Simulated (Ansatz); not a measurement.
The starting structures come from a database of crystals and need not be the phases stable at ambient conditions.

```xyz
14
Lattice="5.8672 0.0000 0.0000 -2.9336 7.1624 0.0000 2.9336 0.0000 8.7137" Properties=species:S:1:pos:R:3 pbc="T T T"
Sr     1.4763     7.1316     5.7798
Sr     1.4763     0.0308     2.9339
Sr     2.9431     3.6120     1.4230
Sr     2.9431     3.5504     7.2908
Sr     5.8427     3.5812     4.3569
Sr     4.3759     0.0000     0.0000
P      2.9278     4.7321     4.3816
P      2.9278     2.4303     4.3321
P     -1.4726     6.0115     0.0247
P      4.3946     1.1509     8.6890
P      4.3407     1.3182     3.0162
P      4.3407     5.8442     5.6976
P      5.8075     2.2630     7.3730
P     -0.0597     4.8994     1.3407
```

Space group of this cell: Fdd2. The cell is taken as given; by PBEsol its mean pressure is -1.7 GPa.

Transport runs along the normal of the first two printed cell vectors.

The gap is the functional's own. No spin-orbit coupling. Mid-gap values are interpolated on the energy grid.

Q: Estimate the band gap and the smallest decay constant κ at mid-gap that Ansatz (a program for electronic structure) with PBEsol returns for this system.

A: Gap 0.86 eV on a 6×6×6 mesh; κ = 0.169 1/Å, at (0.000, 0.500) of the in-plane reciprocal vectors. At the zone centre, at the nearest computed energy, the slowest state has κ = 0.21 1/Å.
